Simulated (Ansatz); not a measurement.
# Hypothetical Pm-3n AlN: pressure series

The reference is AlN (space group Pm-3n, No. 223; a = 5.344 Å; a hypothetical phase, not in the database extracts checked).

Cell and atoms are relaxed at each pressure.

Computed with Kohn–Sham DFT with the PBEsol functional, run in Ansatz (a program for electronic structure) with PAW and 420 eV plane waves, spin-orbit coupling left out.

```tsv
case	electron mass	band gap	lattice parameter a
base	0.33 mₑ (at Γ)	2.54 eV	5.344 Å
pressure −2 GPa	0.32 mₑ (at Γ)	2.52 eV	5.366 Å
pressure 0.3 GPa	0.33 mₑ (at Γ)	2.55 eV	5.341 Å
pressure 0.7 GPa	0.33 mₑ (at Γ)	2.55 eV	5.336 Å
pressure 1.5 GPa	0.33 mₑ (at Γ)	2.56 eV	5.328 Å
pressure 3 GPa	0.33 mₑ (at Γ)	2.58 eV	5.312 Å
pressure 5 GPa	0.33 mₑ (at Γ)	2.60 eV	5.292 Å
pressure 7.5 GPa	0.34 mₑ (at Γ)	2.63 eV	5.268 Å
pressure 10 GPa	0.34 mₑ (at Γ)	2.65 eV	5.246 Å
```

Load acts through the strain it causes; cell and atoms are relaxed under it. Masses are band curvatures over ±0.01 Å⁻¹ around the edge. Stability against distortions was not tested. No other phases were tried under pressure.
